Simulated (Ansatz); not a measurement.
**Effect of uniaxial strain ε_zz = −1.50 % on TiAl**

The reference is TiAl (space group P4/mmm, No. 123; a = 2.8127 Å, c = 4.0616 Å; relaxed with 0.1 eV smearing). Axes: x, y, z lie along a, b, c of the conventional cell.

Now apply this change: uniaxial strain ε_zz = −1.50 %, all other strain components held at zero; the atoms relax in the strained cell.

Calculations: Ansatz (an electronic-structure program) r2SCAN, no spin-orbit coupling. Settings: 20×20×14 k-points, 0.1 eV Fermi–Dirac smearing.

- Volume per atom = 15.83 Å³ (base 16.07 Å³)
- Shortest interatomic distance = 2.813 Å (base 2.813 Å)
- Energy relative to the base (free energy F) = +2.1 meV/atom
- Pressure (mean of the normal stresses, compression positive) = 1.9 GPa (base 0.0 GPa)
- Band gap = zero (base zero)
- Stress (xx, yy, zz, yz, xz, xy; compression positive) = (1.4, 1.4, 2.8, 0.0, 0.0, 0.0) GPa

Cost of the whole job for the changed cell (relaxation, final SCF and bands): around 60 core-seconds (rough).

No phonon test of stability was made. All final runs are without spin polarisation.
